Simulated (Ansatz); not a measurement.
## MgTe, pressure series

Start from MgTe in the zinc blende structure (space group F-43m, No. 216).

```xyz
2
Lattice="0.0000 3.2196 3.2196 3.2196 0.0000 3.2196 3.2196 3.2196 0.0000" Properties=species:S:1:pos:R:3 pbc="T T T"
Mg     0.0000     0.0000     0.0000
Te     1.6098     1.6098     1.6098
```

Cell and atoms are relaxed at each pressure.

Computed with PBEsol (Ansatz, an electronic-structure program), no SOC.

Candidates:
(a) pressure −1 GPa
(b) pressure 9 GPa
(c) pressure 2.1 GPa

Before the change:

* **Band gap**: 2.35 eV

Problem. Order them by band gap, highest first.

Solution. (c) pressure 2.1 GPa (2.58 eV), (b) pressure 9 GPa (2.41 eV), (a) pressure −1 GPa (2.22 eV)

Spin-orbit coupling, missing from the scalar runs, can matter with Te. Load acts through the strain it causes; cell and atoms are relaxed under it. Stability against distortions was not tested. Tetrahedral semiconductors of this kind turn to denser phases somewhere between about 1 and 50 GPa; those were not computed, so compressed cells here can lie past the real transition.
